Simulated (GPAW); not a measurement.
Input and output of a self-consistent single point for RuRh (P-6m2, 2 atoms in the cell) (GPAW).

Method of the run: PBEsol, GPAW PAW datasets PBEsol (made by gpaw-setup) (plane waves; GPAW).

The change in words: lattice scaled by 0.98. Reference geometry:
```
RuRh
1.0
    2.77309     0.00000     0.00000
   -1.38655     2.40157     0.00000
    0.00000     0.00000     4.39938
Ru Rh
1 1
Cartesian
  0.00000   0.00000   2.19969
  1.38655   0.80052   0.00000
```

Reference input (self-consistent single point, DFT PBEsol, plane waves, GPAW PAW datasets PBEsol (made by gpaw-setup)): mode = pw; ecut = 600 eV; xc = PBEsol; kpts = 9 9 5; mesh shift (steps) = 0 0 0; occupations.name = fermi-dirac; occupations.width = 0.136 eV; nbands = -10; symmetry.symmorphic = false; symmetry.tolerance = 0.0005; maxiter = 120. This run's input differs from it in these lines:

```diff
@@ -5,5 +5,5 @@
 atoms = Atoms(['Ru', 'Rh'],
-              cell=[[2.773091, 0.000000, 0.000000],
-                    [-1.386546, 2.401568, 0.000000],
-                    [0.000000, 0.000000, 4.399382]],
+              cell=[[2.717629, 0.000000, 0.000000],
+                    [-1.358815, 2.353537, 0.000000],
+                    [0.000000, 0.000000, 4.311394]],
               scaled_positions=[[0.000000, 0.000000, 0.500000],
```

Output (repeated stretches shortened):

```
     iter     time        total  log10-change:
                         energy   eigst   dens
iter:   1 --:--:--   -19.966918
iter:   2 --:--:--   -19.685673   -1.70  -1.31
iter:   3 --:--:--   -18.767445   -1.05  -1.34
iter:   4 --:--:--   -18.556021   -2.77  -1.74
iter:   5 --:--:--   -18.480522   -2.43  -2.02
iter:   6 --:--:--   -18.480963   -3.57  -2.98
iter:   7 --:--:--   -18.480392c  -4.32  -3.00
iter:   8 --:--:--   -18.481049c  -4.33  -3.18
iter:   9 --:--:--   -18.480640c  -5.04  -3.25
iter:  10 --:--:--   -18.480633c  -6.50  -3.78
iter:  11 --:--:--   -18.480630c  -6.03  -3.80
iter:  12 --:--:--   -18.480622c  -6.90  -4.21c
iter:  13 --:--:--   -18.480625c  -8.05c -4.44c
Converged after 13 iterations.

Dipole moment: (2.918190, -1.684819, 0.000000) |e|*Ang

Energy contributions relative to reference atoms: (reference = -253251.700192)

Kinetic:        -12.383012
Potential:       +5.571970
External:        +0.000000
XC:             -11.336132
Entropy (-ST):   -0.152394
Local:           -0.257254
SIC:             +0.000000
--------------------------
Free energy:    -18.556822
Extrapolated:   -18.480625

Showing only first 2 kpts
 Kpt  Band  Eigenvalues  Occupancy
  0    13     10.32987    2.00000
  0    14     10.58324    2.00000
  0    15     10.58325    2.00000
  0    16     13.09033    0.02668

  1    13     10.02504    2.00000
  1    14     11.12305    1.99992
  1    15     11.12306    1.99992
  1    16     12.09272    1.90797

Fermi level: 12.50503

No gap
No difference between direct/indirect transitions
Energy (eV): -18.480625

Forces in eV/Ang:
  0 Ru    0.00000    0.00000    0.00000
  1 Rh    0.00000   -0.00000    0.00000

Stress tensor:
     0.044578     0.000000     0.000000
     0.000000     0.044578     0.000000
     0.000000     0.000000     0.034032
Stress (GPa, Voigt): [7.1422 7.1421 5.4525 0.     0.     0.    ]
```

The run converged in 13 iterations. GPAW prints stress with tension positive. Against the reference run the free energy goes down by 76.0 meV/atom and the pressure goes from -21.08 to -6.58 GPa.

The starting cell comes from a database of computed structures (which also holds hypothetical and non-ambient phases and stackings), without a prior relaxation at this level. Its lattice was rescaled by a random factor within 2.5 % of one. For this run, on top of that: lattice scaled by 0.98. Spin polarisation is off. With a pressure of about -7 GPa the cell is away from its equilibrium volume at this level.
